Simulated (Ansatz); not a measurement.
Input and output of a relaxation of cell and atoms for Os (I4_1/amd, 2 atoms in the cell) (Ansatz, a program for electronic structure).

Method: LDA (PW92), default PAW files made with PBE (plane waves; Ansatz).

```
Os
1.0
   -2.37520     2.37520     1.29594
    2.37520    -2.37520     1.29594
    2.37520     2.37520    -1.29594
Os
2
Direct
  0.75000   0.25000   0.50000
  0.00000   0.00000   0.00000
```

Reference input (self-consistent single point, DFT, PBE, plane waves, default PAW files): basis.ecutwfc = 420 eV; kpoints.mp_grid.grid = 19 19 19; hamiltonian.xc = pbe; hamiltonian.pseudopotentials = {kind: paw} (the program's default PAW files); scf.occupations.method = fermi_dirac; scf.occupations.width = 0.05 eV. This run's input differs from it in these lines:

Ansatz 0.2 input:
```diff
@@ -13,3 +13,3 @@
 hamiltonian:
-  xc: pbe
+  xc: lda
   pseudopotentials: { kind: paw }
@@ -17,2 +17,4 @@
   occupations: { method: fermi_dirac, width: 0.05 eV }
+relax:
+  cell: {}
 output:
```

The program printed (abridged):

```
   [... SCF lines of the steps left out ...]
relax step   1: F+E_penalty+E_count = -22234.32317481 eV  Δ(F+E_penalty+E_count) = +0.000e0 eV  max|allowed force component| = 2.082e-17 eV/Å  Δτ_max = 0.0000 Å  P = +19.482 GPa  Ω = 29.245 Å³  (6 SCF iters, dr2 threshold 1.00e-7 eV, accepted)
relax step   2: F+E_penalty+E_count = -22234.25677465 eV  Δ(F+E_penalty+E_count) = +6.640e-2 eV  max|allowed force component| = 3.469e-17 eV/Å  Δτ_max = 0.0000 Å  P = -20.547 GPa  Ω = 33.045 Å³  energy of the carried Pulay correction = -1.058e-3 eV  [...]
   [... lines left out ...]
relax step   6: F+E_penalty+E_count = -22234.41226529 eV  Δ(F+E_penalty+E_count) = -2.164e-4 eV  max|allowed force component| = 2.082e-17 eV/Å  Δτ_max = 0.0000 Å  P = +0.012 GPa  Ω = 30.804 Å³  energy of the carried Pulay correction = -4.510e-4 eV  [...]
relax step   7: F+E_penalty+E_count = -22234.41263696 eV  Δ(F+E_penalty+E_count) = -3.717e-4 eV  max|allowed force component| = 4.857e-17 eV/Å  Δτ_max = 0.0000 Å  P = +0.003 GPa  Ω = 30.804 Å³  stress off target by 7.04e-3 GPa  SCF on the basis [...]
basis re-selected at this cell: Δ(F+E_penalty+E_count) = -3.717e-4 eV, ΔP = -0.009 GPa vs the last step
the relaxation is at rest under the 16 symmetry operations that the run kept from its start: a minimum is not shown …
Stability not checked: this state was not tested for a lower state beside it, because too few of the mixer's solves of this state at the end of the SCF gave a …
Free energy (F): -22234.412637 eV
Internal energy: -22234.387481 eV  (E = F + TS)
   [... lines left out ...]
Fermi energy:    22.849559 eV
   [... lines left out ...]
  cell:  # Å, volume = 30.8042 Å³
    - [-2.406030191442108, 2.406030191442108, 1.330292845833362]
    - [2.406030191442108, -2.406030191442108, 1.330292845833362]
    - [2.406030191442108, 2.406030191442108, -1.330292845833362]
  atoms:
    - { symbol: Os, position: [0.75, 0.24999999999999992, 0.49999999999999994] }
    - { symbol: Os, position: [1.2036023253570968e-35, 1.2553933234509645e-69, 1.2036023253570968e-35] }
```

The run converged.  The full log also holds: “iter 3 did not close the SCF: its close was put off for the readings that it lacked (scf_convergence_deferred on its scf_iter line)”. The full log also holds: “iter 4 did not close the SCF: its close was put off for the readings that it lacked (scf_convergence_deferred on its scf_iter line)”.

Summary of the result:
| Property | Value |
|---|---|
| Free energy E − TS (on the zero of these files) | -22234.4126 eV |
| Fermi level (on the code's own zero) | 22.85 eV |
| Pressure | 0.00 GPa |
| Final cell | a = b = c = 3.653 Å, α = β = 97.62°, γ = 137.29° |
| Final volume per atom | 15.40 Å³ |
| Relaxation steps | 7 |

The starting cell was generated: these elements placed on a structure prototype, without a prior relaxation; it need not be a known phase or ordering of this composition. Its lattice was rescaled by a random factor within 2.5 % of one. Spin polarisation is off. The relaxation keeps the symmetry of its start, so its end need not be a minimum. Ansatz's pressure includes its estimate of the finite-basis (Pulay) stress.

Cost on one core of a shared machine: roughly 80 s.
